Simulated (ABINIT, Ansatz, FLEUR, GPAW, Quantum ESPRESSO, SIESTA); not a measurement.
# ZrCrF6 (Fm-3m, 8 atoms in the cell) computed with different codes at matched settings

Self-consistent single point.

```
ZrCrF6
1.0
    0.00000     4.11266     4.11266
    4.11266     0.00000     4.11266
    4.11266     4.11266     0.00000
Zr Cr F
1 1 6
Cartesian
  4.11266   4.11266   4.11266
  0.00000   0.00000   0.00000
  4.11266   6.13321   4.11266
  4.11266   2.09211   4.11266
  2.09211   4.11266   4.11266
  6.13321   4.11266   4.11266
  4.11266   4.11266   6.13321
  4.11266   4.11266   2.09211
```
Moments meant for the start (each program seeds them in its own way; μB, in the order of the atoms Zr Cr F F F F F F): 0.0 3.0 0.0 0.0 0.0 0.0 0.0 0.0.

All programs got the same cell, k-point mesh and kind of occupations, and the same starting moments (in Ansatz's words: kpoints.mp_grid.grid = 5 5 5; magnetization.spin_polarized = true; scf.occupations.method = fermi_dirac; scf.occupations.width = 0.1 eV); potentials, basis and cutoffs are each program's usual ones.

```tsv
code	model	pressure (GPa)	largest force (eV/Å)	size of the net moment (μB/atom)	k-points	cutoff
SIESTA	GGA PBEsol, numerical atomic orbitals TZP, PseudoDojo PBEsol standard norm-conserving potentials (rewritten from UPF to PSML)	-5.31	0.028	0.50	63	grid 300 Ry
FLEUR	PBEsol, all-electron FLAPW (FLEUR), scalar-relativistic valence	–	–	0.50	10	Kmax 4.8 1/bohr
Ansatz	PBEsol, PAW files made with PBE	-2.32	0.021	0.50	10	default
ABINIT	PBEsol, norm-conserving pseudopotentials (PseudoDojo nc-sr-04 PBEsol standard)	-2.15	0.003	0.50	10	47 Ha
Quantum ESPRESSO	PBEsol, PseudoDojo standard norm-conserving (PBESOL) pseudopotentials	-2.15	0.003	0.50	10	95 Ry
GPAW	PBEsol, GPAW PAW datasets PBEsol (made by gpaw-setup)	–	0.174	0.50	10	900 eV
```

A dash marks a value that a program does not give, or that is left out as unsure.

The spread over the programs that give each value: pressure within 3.16 GPa; largest force within 0.171 eV/Å; size of the net moment within 0.00 μB/atom.

The starting cell comes from a database of computed structures (which also holds hypothetical and non-ambient phases and stackings), without a prior relaxation at this level. Its lattice was rescaled by a random factor within 2.5 % of one. On Ansatz's run: With one magnetic atom in the cell only a parallel order is possible.

Q: Why do the programs differ, and what cannot be compared?

A: Differences of this kind can come from the potentials, where these differ, and from what each basis and cutoff leave unconverged. The valence holds different numbers of electrons (SIESTA 68, FLEUR 68, Ansatz (a program for electronic structure) 68, ABINIT 68, Quantum ESPRESSO 68, GPAW 60). The zero of total energies and Fermi levels follows the potentials and each program's conventions, so they are not compared here. SIESTA uses small atom-centred bases, whose incompleteness enters pressures, forces and empty levels differently from a plane-wave cutoff. FLEUR treats all electrons, but the usual bases taken here (sphere radii, linearisation, local orbitals, empty states) were not tested for convergence, so the values are no reference for the others. Ansatz's pressure is given at a fixed set of plane waves, as the other plane-wave codes print theirs; with its correction for the finite basis it is -2.00 GPa (the shift of 0.32 GPa shows how far the cutoff is from converged). The pressure of GPAW is left out: its cutoff lies under the one at which its stress was checked. Site moments depend on each program's spheres or projections; the total moment of the cell does not. The programs reduce the same mesh by symmetry to different extents, which changes the work and not the result. In the pressure, SIESTA (by 3.17) lies more than 1 GPa from the median of the plane-wave programs. In the force vectors, GPAW (by 0.177) lies more than 0.08 eV/Å from the median of the plane-wave programs.

Left out of this page: Elk (unsound by tests on forces, stress, charge or solver warnings).

Keys are those of Ansatz 0.2.
